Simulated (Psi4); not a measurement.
Psi4 1.11, PBE/def2-svp: Zr(F)3(OH)(OH2) ([OH][Zr](<-[OH2])([F])([F])[F]), 9 atoms. The geometry is a generated start, not checked to be a minimum at this level.

```
Item                                                 Result
--------------------------  -------------------------------
task                                                 energy
method                                                  pbe
basis                                              def2-svp
memory                                                 3 GB
maxiter                                                 100
keys of the molecule block                      symmetry c1
scf_type                                       df (default)
guess                        auto, which took SAD (default)
scf_initial_accelerator                     adiis (default)
e_convergence                               1e-06 (default)
d_convergence                               1e-06 (default)
dft_radial_points                              75 (default)
dft_spherical_points                          302 (default)
effective core potentials   those of the basis set, past Kr
basis functions                                         116
grid points                                          195520
```

```xyz
9

Zr     0.1560     0.3427    -0.3303
F      1.1533    -1.2257    -0.0307
F     -1.5540    -0.0152    -1.0370
F      0.3653     1.6504     0.9764
O      1.1091     1.1079    -1.7366
H      2.0299     1.3856    -1.8169
O     -0.9789    -0.7214     1.3964
H     -1.8201    -1.0004     0.9956
H     -0.4607    -1.5239     1.5831
```

Charge 0 and multiplicity 1 are set for this test and not shown to be the ground state.

One run each on 2 threads. Values of diis_max_vecs tried: 3, 6, 10 (default), 20.

Task: Which value of diis_max_vecs needs the fewest SCF iterations, and what happens away from it?

Result: Fewest SCF iterations, within one of each other: 6 with 11, 10 (default) with 10, 20 with 10. The count rises to 41 at 3. All converge to one solution.

```csv
diis_max_vecs,SCF iterations,end
3,41,same solution
6,11,same solution
10 (default),10,same solution
20,10,same solution
```
